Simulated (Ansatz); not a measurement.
**Al2O3: response to strain**

Take Al2O3 in the corundum structure (space group R-3c, No. 167; a = 4.7738 Å, c = 13.0147 Å (hexagonal axes)) as the base. Axes: x lies along a and z along c of the hexagonal cell.

Strains are applied to the cell and any free atomic positions relax.

Method: PBEsol in Ansatz (plane waves to 420 eV, PAW, without spin-orbit coupling).

```json
[
 {"uniaxial strain ε_xx (%)": "0", "band gap (eV)": "6.03"},
 {"uniaxial strain ε_xx (%)": "0.75", "band gap (eV)": "5.91"},
 {"uniaxial strain ε_xx (%)": "1.5", "band gap (eV)": "?"},
 {"uniaxial strain ε_xx (%)": "2.25", "band gap (eV)": "5.66"},
 {"uniaxial strain ε_xx (%)": "3", "band gap (eV)": "5.54"}
]
```

Question: Fit E_g = E₀ + Dε (ε in %) to the rows shown and predict the withheld row.

Answer: Least squares on the printed values gives E₀ = 6.03 eV, D = -164 meV per % of strain (largest residual 0.00 eV); this predicts 5.79 eV, and the run gives 5.79 eV, in agreement.

Whether these cells are dynamically stable was not tested.

Ansatz is a quantum-chemistry and plane-wave program.
